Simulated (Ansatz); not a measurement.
An Ansatz (an electronic-structure program) input (PBEsol (Ansatz; PAW; 420 eV plane waves; spin-orbit coupling left out)):

Ansatz 0.2 input:
```yaml
crystal:
  lattice:
    - [3.4087431448, 0, 0]
    - [-1.7043715724, 2.9818769276, 0]
    - [0, 0, 5.3668528761]
  atoms:
    - { symbol: Lu, position: [0.6666666667, 0.3333333333, 0.75] }
    - { symbol: Lu, position: [0.3333333333, 0.6666666667, 0.25] }
basis: { ecutwfc: 420, ecutrho_ratio: 4, xc_grid: 2, fft_grid_basis: typed }
kpoints: { mp_grid: { grid: [19, 19, 11] } }
hamiltonian:
  xc: pbesol
  dispersion: none
  pseudopotentials: { kind: paw }
scf: { occupations: { method: fermi_dirac, width: 0.1 }, convergence: { dr2_threshold: 0.0000000002 } }
relax: { f_tol: 0.005, max_steps: 50 }
output: { forces: true, stress: true }
checkpoint: { write: state.ck, write_every: 1000 }
```

Task: Which symmetry and how many k-points will the program report, and about how many plane waves at Γ?

Result: Space group Cmcm (ITA 63) with 8 operations, k-points 600 of 3971, and 1085 plane waves at Γ.

Task: And the final pressure?

Result: 0.51 GPa (compression positive).

The cells carry an imposed strain or load. No phonon test of stability was made. The cell was made from Lu in the hcp (Mg type) structure (space group P6_3/mmc, No. 194) by this change: uniaxial strain ε_xx = −1.00 %.
